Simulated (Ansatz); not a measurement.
Worked example: self-consistent single point of CoAl (P4mm, 2 atoms in the cell) in Ansatz (an electronic-structure program).

Level of theory: PBEsol, default PAW files made with PBE (plane waves; Ansatz).

The change in words: lattice scaled by 0.98; basis.ecutwfc: 420 eV → 565 eV. Reference geometry:
```
CoAl
1.0
    2.85142     0.00000     0.00000
    0.00000     2.85142     0.00000
    0.00000     0.00000     2.85142
Al Co
1 1
Cartesian
  1.42571   1.42571   1.47571
  0.00000   0.00000   0.00000
```

Reference input (self-consistent single point, DFT, PBEsol, plane waves, default PAW files made with PBE): basis.ecutwfc = 420 eV; kpoints.mp_grid.grid = 12 12 12; hamiltonian.xc = pbesol; hamiltonian.pseudopotentials = {kind: paw} (the program's default PAW files); scf.occupations.method = gaussian; scf.occupations.width = 0.1 eV. This run's input differs from it in these lines:

Ansatz 0.2 input:
```diff
@@ -3,5 +3,5 @@
   lattice:
-    - [2.85142000, 0.00000000, 0.00000000]
-    - [0.00000000, 2.85142000, 0.00000000]
-    - [0.00000000, 0.00000000, 2.85142000]
+    - [2.79439200, 0.00000000, 0.00000000]
+    - [0.00000000, 2.79439200, 0.00000000]
+    - [0.00000000, 0.00000000, 2.79439200]
   atoms:
@@ -10,3 +10,3 @@
 basis:
-  ecutwfc: 420.0 eV
+  ecutwfc: 565.0 eV
 kpoints:
```

Log, with long lists cut:

```
SCF iter   1: F=—  HF=-5618.768785 eV  |F-HF|=—  |Δ(HF+E_count)|=         —  Δρ=2.97e-2  dr2=1.16e-1  ethr=1.77e-3  ⟨swp⟩=4.5  Hψ=12774  notcnv=0
all-band conjugate gradients solve this SCF's bands
preconditioner: auto → none
SCF iter   2: F=—  HF=-5618.757395 eV  |F-HF|=—  |Δ(HF+E_count)|=   1.14e-2  Δρ=1.27e-2  dr2=2.44e-2  ethr=5.82e-4  ⟨swp⟩=2.0  Hψ=4988  notcnv=0  defer=10
SCF iter   3: F=—  HF=-5618.754723 eV  |F-HF|=—  |Δ(HF+E_count)|=   2.67e-3  Δρ=1.77e-3  dr2=4.99e-4  ethr=1.22e-4  ⟨swp⟩=1.0  Hψ=2747  notcnv=0  defer=10
SCF iter   4: F=—  HF=-5618.754680 eV  |F-HF|=—  |Δ(HF+E_count)|=   4.35e-5  Δρ=2.33e-4  dr2=1.48e-6  ethr=2.49e-6  ⟨swp⟩=1.7  Hψ=3048  notcnv=0  defer=10
SCF iter   5: F=—  HF=-5618.754685 eV  |F-HF|=—  |Δ(HF+E_count)|=   5.58e-6  Δρ=1.02e-5  dr2=1.20e-8  ethr=7.39e-9  ⟨swp⟩=2.2  Hψ=4511  notcnv=0  defer=10
SCF iter   6: F=-5618.754685 eV  HF=-5618.754685 eV  |F-HF|=2.11e-10  |Δ(HF+E_count)|=   1.57e-9  Δρ=1.67e-6  dr2=4.42e-10  ethr=6.01e-11  ⟨swp⟩=2.4  Hψ=9598  notcnv=0
SCF 1 converged in 6 iterations: F = -5618.754685 eV  dr2 = 4.42e-10
Free energy (F): -5618.754685 eV
Internal energy: -5618.750639 eV  (E = F + TS)
E sigma→0 (E₀):  -5618.752662 eV
Entropy (-TS):   -0.004046 eV (-2.023 meV/atom)
Fermi energy:    15.407434 eV
--- Forces (eV/Å), atoms counted from 1 ---
  atom   1  Al     0.00000000     0.00000000    -0.42790773
  atom   2  Co    -0.00000000     0.00000000     0.42790734
--- Stress (GPa, compression-positive) ---
        6.517925       0.000000       0.000000
        0.000000       6.517925       0.000000
        0.000000       0.000000       6.333869
  P = ⅓ Tr σ = 6.4566 GPa (64.566 kbar)
  The stress holds the Pulay correction. Without it, at fixed plane waves, as pw.x and ABINIT print it: P = 6.4338 GPa
```

The run converged in 6 iterations. Against the reference run the free energy is nearly the same (within 1 meV/atom), the pressure goes from -5.32 to 6.46 GPa and the largest force goes from 0.352 to 0.428 eV/Å.

The starting cell has typed, rounded lattice constants, without a prior relaxation at this level. Its lattice was rescaled by up to half a per cent. One atom was moved a little off its site on purpose. For this run, on top of that: lattice scaled by 0.98. Spin polarisation is off. Ansatz's pressure includes its estimate of the finite-basis (Pulay) stress.
